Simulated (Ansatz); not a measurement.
YN under a change: N → F

Consider YN in the rock salt structure (space group Fm-3m, No. 225; a = 4.856 Å).

The change: F takes the place of N on all its sites, then cell and atoms are relaxed.

Method: Kohn–Sham DFT with the PBEsol functional, run in Ansatz (a first-principles code) with PAW and 420 eV plane waves, no spin-orbit coupling, earlier PAW set. Γ-centred 16×16×16 mesh, Fermi–Dirac width 0.05 eV, for the changed cell.

```json
{
 "density": "5.52 g/cm³ (base 5.97 g/cm³)",
 "lattice_parameter_a": "5.063 Å (base 4.856 Å)",
 "space_group": "Fm-3m (No. 225) (base Fm-3m (No. 225))",
 "shortest_interatomic_distance": "2.531 Å (base 2.428 Å)",
 "band_gap": "zero (base 0.07 eV)"
}
```

Stability against distortions was not tested. As relaxed here, YF is a hypothetical phase, not in the database extracts checked. All final runs are without spin polarisation. YF has a high density of states at the Fermi level and may be magnetic at this level. A zero or small gap of YN can be the functional's error rather than a property of the material.
